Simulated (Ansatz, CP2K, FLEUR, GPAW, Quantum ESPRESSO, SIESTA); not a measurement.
**One structure in several programs: Be3N2 (R3m, 5 atoms in the cell)**

Self-consistent single point, at a second geometry (lattice scaled by 0.98). First geometry:

```yaml
crystal:
  lattice:
    - [1.41980, 0.81973, 4.86622]
    - [-1.41980, 0.81973, 4.86622]
    - [0.00000, -1.63945, 4.86622]
  atoms:
    - { symbol: Be, position: [0.85900, 0.85900, 0.85900] }
    - { symbol: Be, position: [0.31769, 0.31769, 0.31769] }
    - { symbol: Be, position: [0.08881, 0.08881, 0.08881] }
    - { symbol: N, position: [0.20416, 0.20416, 0.20416] }
    - { symbol: N, position: [0.70844, 0.70844, 0.70844] }
```

Shared settings, as Ansatz (an electronic-structure program) writes them: kpoints.mp_grid.grid = 9 9 9; scf.occupations.method = fixed. Potentials and cutoffs stand in the table.

```csv
code,model,ΔF from the first geometry (meV/atom),pressure (GPa),largest force (eV/Å),gap on the mesh (eV),cutoff
SIESTA,"LDA PW92, numerical atomic orbitals TZP, PseudoDojo LDA standard norm-conserving potentials (rewritten from UPF to PSML)",-2.0,6.59,0.085,2.989,grid 350 Ry
GPAW,"LDA (Perdew-Wang 92), GPAW PAW datasets LDA (gpaw-data 1.0.1)",6.9,–,0.106,2.935,900 eV
FLEUR,"LDA (Perdew-Zunger), all-electron FLAPW (FLEUR), scalar-relativistic valence",1.5,–,0.078,2.951,Kmax 4.1 1/bohr
CP2K,"LDA (Pade form), GPW, DZVP-MOLOPT-SR-GTH basis, GTH-PADE potentials (GTH_POTENTIALS)",4.0,9.04,0.119,3.682,grid 600 Ry
Ansatz,"LDA (PW92), PAW files made with PBE",-2.4,5.85,0.082,2.939,default
Quantum ESPRESSO,"LDA (PZ), GBRV 1.5 ultrasoft (LDA) pseudopotentials",-0.4,6.55,0.096,2.932,40 Ry
```

Size of the force on each atom (eV/Å): Sizes of forces hide their directions.

```
code                Be1    Be2    Be3     N4     N5
----------------  -----  -----  -----  -----  -----
SIESTA            0.027  0.023  0.085  0.029  0.071
GPAW              0.086  0.106  0.060  0.102  0.063
FLEUR             0.077  0.078  0.028  0.074  0.050
CP2K              0.015  0.119  0.106  0.039  0.011
Ansatz            0.079  0.082  0.029  0.054  0.029
Quantum ESPRESSO  0.088  0.096  0.042  0.062  0.029
```

A dash marks a value that a program does not give, or that is left out as unsure.

Gaps are read on the mesh.

The spread over the programs that give each value: ΔF from the first geometry within 9.3 meV/atom; pressure within 3.19 GPa; largest force within 0.041 eV/Å; gap on the mesh within 0.750 eV.

SIESTA and CP2K use small atom-centred bases, whose incompleteness enters pressures, forces and empty levels differently from a plane-wave cutoff. FLEUR treats all electrons, but the usual bases taken here (sphere radii, linearisation, local orbitals, empty states) were not tested for convergence, so the values are no reference for the others. Ansatz's pressure is given at a fixed set of plane waves, as the other plane-wave codes print theirs; with its correction for the finite basis it is 6.27 GPa (the shift of 0.42 GPa shows how far the cutoff is from converged). The pressure of GPAW is left out: its cutoff lies under the one at which its stress was checked. The same LDA comes in different parametrisations, which differ slightly. In the pressure, CP2K (by 2.84) lies more than 1 GPa from the median of the plane-wave programs. In the gap, CP2K (by 0.747) lies more than 0.12 eV from the median of the plane-wave programs. In the force vectors, SIESTA (by 0.127) and CP2K (by 0.215) lie more than 0.08 eV/Å from the median of the plane-wave programs.

The starting cell comes from a database of computed structures (which also holds hypothetical and non-ambient phases and stackings), without a prior relaxation at this level. For this run, on top of that: lattice scaled by 0.98.

Left out of this page: ABINIT (failed or unconverged).

Keys are those of Ansatz 0.2.
